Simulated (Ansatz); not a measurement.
The parent structure is AgCl in the rock salt structure (space group Fm-3m, No. 225; a = 5.447 Å).

Structures relaxed with DFT with PBEsol, PAW potentials and a 420 eV plane-wave cutoff in Ansatz (a first-principles code), without spin-orbit coupling.

Base:

Simulated powder pattern, Co Kα, λ = 1.79026 Å (kinematic, ideal powder, no thermal factors, no anomalous dispersion; the 10 strongest lines at most, above 2 %, up to 2θ = 90°):

```csv
2θ (°),I/Imax (%),hkl
33.07,52,(111)
38.37,100,(200)
55.39,66,(220)
66.05,23,(311)
69.39,22,(222)
82.19,11,(400)
```

After one change:

Simulated powder pattern, Co Kα, λ = 1.79026 Å (kinematic, ideal powder, no thermal factors, no anomalous dispersion; the 10 strongest lines at most, above 2 %, up to 2θ = 90°):

```
2θ (°)  I/Imax (%)
------  ----------
34.12           52
39.61          100
57.26           66
68.37           23
71.86           22
85.31           11
```

Task: Name the change that was made.
A. isotropic strain +0.50 %
B. isotropic strain +1.50 %
C. isotropic strain +1.00 %
D. isotropic strain −3.00 %

Result: D, isotropic strain −3.00 %. Its volume per atom is 18.44 Å³ against 20.21 Å³, and its space group is Fm-3m (No. 225).

Whether these cells are dynamically stable was not tested.
